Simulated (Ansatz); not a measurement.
**A computed series for ScAl3: response to strain**

The reference is ScAl3 in the Cu3Au type structure (space group Pm-3m, No. 221; a = 4.086 Å). Axes: x, y, z lie along the cube axes.

Strains are applied to the cell and any free atomic positions relax; under biaxial strain the out-of-plane vector relaxes too.

The values are results of Ansatz (a first-principles code) r2SCAN, without spin-orbit coupling, not measurements.

Candidates:
(a) uniaxial strain ε_yy = +1.50 %
(b) isotropic strain −3.47 %
(c) biaxial strain −1.17 %, plane normal [001], relaxed out of plane
(d) biaxial strain +2.33 %, plane normal [001], relaxed out of plane
(e) strain tensor (xx, yy, zz, yz, xz, xy) = (−0.58, +0.94, +2.93, +0.63, +0.87, −1.65) %

Notes on the quantities. energy relative to the base: free energy F.

Q: Order them by energy relative to the base, highest first.

A: (b) isotropic strain −3.47 % (+60 meV/atom), (e) strain tensor (xx, yy, zz, yz, xz, xy) = (−0.58, +0.94, +2.93, +0.63, +0.87, −1.65) % (+17 meV/atom), (d) biaxial strain +2.33 %, plane normal [001], relaxed out of plane (+12 meV/atom), (c) biaxial strain −1.17 %, plane normal [001], relaxed out of plane (+3.4 meV/atom), (a) uniaxial strain ε_yy = +1.50 % (+2.4 meV/atom)

Without a gap, meshes like the base's 11×11×11 leave anisotropic stresses uncertain by several tenths of a GPa, and small strain energies with them. Whether these cells are dynamically stable was not tested. All final runs are without spin polarisation.
